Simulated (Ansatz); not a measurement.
Start from CaF2 in the fluorite structure (space group Fm-3m, No. 225; a = 5.420 Å). Axes: x, y, z lie along the cube axes.

Computed with Ansatz (a quantum-chemistry and plane-wave program) PBEsol, no spin-orbit coupling, earlier PAW set.

Base values:

The volume per atom is 13.27 Å³.

One thing is altered: tensile biaxial strain of 0.49 % in the plane normal to [110], as in epitaxy on a mismatched substrate; the out-of-plane cell vector and the atoms relax.

Task: Estimate the effect on the volume per atom.

Result: The volume per atom rises by 0.07 Å³ to 13.34 Å³.

A biaxial case was relaxed in a doubled cell and then solved in the primitive one. Stability against distortions was not tested.
